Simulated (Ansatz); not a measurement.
Take ZnCu in the CsCl type structure (space group Pm-3m, No. 221; a = 2.908 Å; relaxed with 0.1 eV smearing) as the base. Axes: x, y, z lie along the cube axes.

Computed with Kohn–Sham DFT with the PBEsol functional, run in Ansatz (a quantum-chemistry and plane-wave program) with PAW and 420 eV plane waves, without spin-orbit coupling.

Now apply this change: every lattice vector is stretched by 3.00 %; the atoms relax in the strained cell.

Problem. Predict the stress tensor and what it implies for the stiffness.

Solution. Stress of the strained cell less that of the base (GPa, compression positive):
```
   -9.7     0.0     0.0
    0.0    -9.7     0.0
    0.0     0.0    -9.7
```

Then B = −ΔP/(ΔV/V₀) with ΔV/V₀ = 0.0927 gives secant stiffness values (nonlinear terms included at this strain): B ≈ 105 GPa.

As a check, the harmonic strain energy −½ V₀ Δσ:ε is 34 meV/atom; the computed energy rise is 38 meV/atom.

Stability against distortions was not tested. The final runs are not spin-polarised.
